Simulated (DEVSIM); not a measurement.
# In0.49Ga0.51P/GaAs p-n heterojunction

Device: In0.49Ga0.51P/GaAs p-n heterojunction, at 300 K.

```
layer (left to right)       material  thickness (μm)  Nd (cm⁻³)  Na (cm⁻³)   τn (s)   τp (s)
---------------------  -------------  --------------  ---------  ---------  -------  -------
1                      In0.49Ga0.51P            1.60          -     1.2e17  5.6e-10  5.6e-10
2                               GaAs           0.150     1.7e17          -  5.6e-10  5.6e-10
```

Left contact: ohmic. Right contact: ohmic. Voltage is applied to the left contact. Recombination: SRH at mid-gap, Auger. Mobility is constant in doping.

This is a model device: material constants are rounded textbook-type values typed into the input, and sizes, dopings and lifetimes were drawn at random. Values at 300 K.

| parameter | In0.49Ga0.51P | GaAs |
|---|---|---|
| gap (eV) | 1.89 | 1.424 |
| affinity (eV) | 4 | 4.07 |
| permittivity | 11.8 | 12.9 |
| Nc (cm⁻³) | 9e17 | 4.7e17 |
| Nv (cm⁻³) | 1.3e19 | 9e18 |
| μn (cm²/Vs) | 1500 | 8500 |
| μp (cm²/Vs) | 80 | 400 |
| Cn (cm⁶/s) | 3e-30 | 1e-30 |
| Cp (cm⁶/s) | 3e-30 | 1e-30 |

Model (solved in DEVSIM): 1D drift-diffusion, Boltzmann statistics, complete ionisation; no tunnelling, impact ionisation, image-force lowering or self-heating. Band offsets follow the typed affinities; no thermionic-emission limit at abrupt steps, no polarisation charge.

The potential step across the device at zero bias is 1.673 V. The largest field in the device at zero bias comes out as 190000 V/cm and the dark forward voltage at 1 A/cm² is 1.159 V. The dark forward voltage at 100 A/cm² comes out as 1.388 V.

Dark forward current:

(V (V), J (A/cm²)): (0.05, 8.1e-12); (0.15, 9.7e-11); (0.25, 9.8e-10); (0.30, 3.1e-9); (0.40, 3.1e-8); (0.50, 3.1e-7); (0.60, 3.1e-6); (0.70, 3.0e-5); (0.75, 9.5e-5); (0.85, 0.00092); (0.95, 0.0089); (1.05, 0.088); (1.10, 0.27); (1.20, 2.4); (1.30, 20); (1.40, 120); (1.50, 450); (1.55, 700); (1.65, 1300); (1.75, 2100)
